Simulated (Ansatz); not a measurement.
The reference is AgI in the rock salt structure (space group Fm-3m, No. 225; a cell from a computed database, its experimental status unchecked).

Space group Fm-3m (No. 225); a = b = c = 5.985 Å, α = β = γ = 90.00°

| atom | site | symmetry | x | y | z |
|---|---|---|---|---|---|
| Ag | 4a | m-3m | 0.0000 | 0.0000 | 0.0000 |
| I | 4b | m-3m | 0.5000 | 0.5000 | 0.5000 |
(The calculation used a cell of 2 atoms; values per cell refer to that cell.)

Computed with Ansatz (a first-principles code) PBEsol, no spin-orbit coupling.

Before the change:

The valley order comes out as X along ⟨100⟩ 0.38 eV; Γ 0.94 eV.

Modification: 0.0804 electrons added to each cell, a density of 1.5×10^21 cm⁻³, with a uniform compensating background at fixed cell and a 300 K Fermi–Dirac width.

Problem. Estimate the effect on the valley order.

Solution. The valley order (the lowest conduction-band minima on the path, energy above the VBM, named in the base's zone) changes from X along ⟨100⟩ 0.38 eV; Γ 0.94 eV to X along ⟨100⟩ 0.38 eV; Γ 0.93 eV.

Problem. What does the calculation give for the Fermi level from band edge after the change?

Solution. The Fermi level relative to the doped band's edge (positive inside the band; to 0.05 eV) amounts to +0.75 eV.

Carriers are added with a uniform compensating background; total energy and stress of such cells depend on the potential's zero and are not compared; many-body gap narrowing is missing at this level. Spin-orbit coupling, missing from the scalar runs, can matter with I. The levels and masses belong to the bands next to the band gap. Whether these cells are dynamically stable was not tested. This is not the structure that AgI has at room temperature and ambient pressure.
